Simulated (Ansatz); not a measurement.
Cell and atoms of amorphous Ga$_{24}$O$_{38}$Si:

```xyz
63
Lattice="9.2537 0.0000 0.0000 0.0000 9.2537 0.0000 0.0000 0.0000 9.2537" Properties=species:S:1:pos:R:3 pbc="T T T"
Ga     1.2115     1.3110     7.7888
Ga     2.4768     7.6460     8.4665
Ga     8.1729     1.0753     2.8439
Ga     3.4389     0.0484     5.8924
Ga     1.4232     5.3820     4.3220
Ga     7.6360     4.2153     2.6687
Ga     4.3418     5.4113     9.0150
Ga     0.6447     8.3390     3.7547
Ga     8.4785     8.5789     0.2155
Ga     9.2468     2.8060     5.0231
Ga     6.4687     8.0649     4.7222
Ga     2.6643     1.1754     2.8659
Ga     5.0408     8.0720     1.4916
Ga     3.4998     3.3844     5.2746
Ga     5.9091     8.3178     7.9590
Ga     0.7281     5.9585     1.3512
Ga     8.5776     6.9071     6.3822
Ga     5.4764     1.6491     2.9972
Ga     6.4375     4.5629     5.4941
Ga     7.7286     1.8649     7.5167
Ga     1.3602     4.8767     7.2109
Ga     7.4144     4.9764     8.7260
Ga     4.6298     5.7453     3.1860
Ga     5.0282     2.5798     7.7084
O      2.1749     1.8308     1.2029
O      1.0983     6.3701     5.8970
O      2.3980     9.0875     4.2218
O      0.5139     1.6502     3.6207
O      4.3399     0.4741     2.0975
O      6.7898     3.2661     8.4491
O      1.1972     6.6897     2.9988
O      0.0129     1.5599     6.4300
O      3.3007     5.0869     4.2566
O      0.8678     7.3987     0.1649
O      6.6135     8.5227     0.5985
O      9.0890     4.3560     3.8152
O      4.2280     6.2162     1.4447
O      4.0190     3.4916     9.2251
O      3.5256     1.8326     6.5215
O      3.8919     2.3861     3.7253
O      6.0583     1.0111     7.5932
O      4.8778     4.0163     6.4024
O      7.8382     8.0287     7.6881
O      7.0583     2.4622     2.1884
O      2.7973     5.8397     8.0143
O      8.8496     5.3039     7.6265
O      6.6772     0.6083     3.9614
O      8.9541     1.0683     8.9176
O      1.8955     4.5402     1.2903
O      5.4829     7.3945     3.2846
O      1.6270     3.7770     5.6275
O      2.0757     8.9736     7.2362
O      5.9419     6.0372     8.4072
O      7.4955     3.0960     5.7152
O      8.4673     8.1712     4.9013
O      6.9383     6.3088     5.6075
O      8.9646     8.8414     2.1265
O      4.1838     8.1794     8.9399
O      8.1880     5.2617     1.2178
O      6.0207     4.5263     3.5809
O      5.0245     8.3027     6.0761
O      1.5826     3.1454     8.2862
Si     2.3996     3.2482     0.4729
```

These are PBE, scalar-relativistic without spin-orbit coupling (plane waves to 420 eV, PAW; Ansatz, a first-principles code) values and carry that method's errors.

It comes from a melt-quench run on a machine-learned potential (CHGNet), relaxed afterwards by DFT. O atoms were pushed apart under 1.9 Å during the dynamics, to hinder bonds among them. The hot cell started wider than the set density and was brought back towards it in steps. It is the lowest in DFT energy of 2 quenches. It is a model cell: composition and starting density were chosen by hand, and all elements were melted together. No dispersion term was used. Its density started from a set value of 4.85 and ended at 4.84 g/cm³. The simulated quench (nominally 220 K/ps over its main leg) is rapid and tends to freeze in more defects than a deposited or slowly cooled glass has. A cell of this size samples the disorder only roughly. The volume was free in the relaxation, at fixed shape. Stress components on the final sampling reach 2.6 GPa.

Bonds are counted up to Ga-Ga 2.68 Å, Ga-O 2.42 Å, Ga-Si 2.56 Å, O-O 1.58 Å, O-Si 2.12 Å, Si-Si 2.60 Å. Two cations that share two anions don't count as bonded, nor two that share one unless they lie closer than Ga-Ga 2.61 Å, Ga-Si 2.49 Å, Si-Si 2.38 Å.

Problem. Give the coordination numbers, mean bond lengths and angles.

Solution. 
```
Property                                                           Value
---------------------------------  -------------------------------------
Mean coordination of Ga by anions  4.54 (12 with 4, 11 with 5, 1 with 6)
Mean coordination of O              2.97 (2 with 2, 35 with 3, 1 with 4)
Mean coordination of Si by anions                        4.00 (1 with 4)
Mean Ga-O bond                     1.932 Å (spread 0.087 Å, 109 counted)
Mean O-Si bond                       1.648 Å (spread 0.042 Å, 4 counted)
Bond angle at Ga                               mean 107.6°, spread 22.7°
Bond angle at O                                mean 116.6°, spread 15.2°
Bond angle at Si                                mean 109.3°, spread 4.3°
```

Problem. List the pairs of like atoms that count as bonded by the rules above.

Solution. There are none by these rules.

Problem. What Bader charges do the atoms carry, from a run on the zone centre alone?

Solution. Means (range): Ga +1.87 e (+1.81 to +1.91), O -1.27 e (-1.49 to -1.20), Si +3.24 e (+3.24 to +3.24).
```
atom  charge (e)
----  ----------
Ga1        +1.86
Ga2        +1.86
Ga3        +1.81
Ga4        +1.84
Ga5        +1.90
Ga6        +1.86
Ga7        +1.86
Ga8        +1.86
Ga9        +1.90
Ga10       +1.88
Ga11       +1.91
Ga12       +1.89
Ga13       +1.91
Ga14       +1.89
Ga15       +1.91
Ga16       +1.89
Ga17       +1.89
Ga18       +1.84
Ga19       +1.84
Ga20       +1.86
Ga21       +1.90
Ga22       +1.85
Ga23       +1.86
Ga24       +1.87
O25        -1.47
O26        -1.26
O27        -1.21
O28        -1.25
O29        -1.25
O30        -1.24
O31        -1.25
O32        -1.23
O33        -1.25
O34        -1.25
O35        -1.26
O36        -1.27
O37        -1.25
O38        -1.44
O39        -1.25
O40        -1.26
O41        -1.23
O42        -1.24
O43        -1.25
O44        -1.20
O45        -1.25
O46        -1.28
O47        -1.23
O48        -1.23
O49        -1.49
O50        -1.26
O51        -1.27
O52        -1.23
O53        -1.23
O54        -1.25
O55        -1.24
O56        -1.25
O57        -1.24
O58        -1.25
O59        -1.25
O60        -1.27
O61        -1.21
O62        -1.45
Si63       +3.24
```
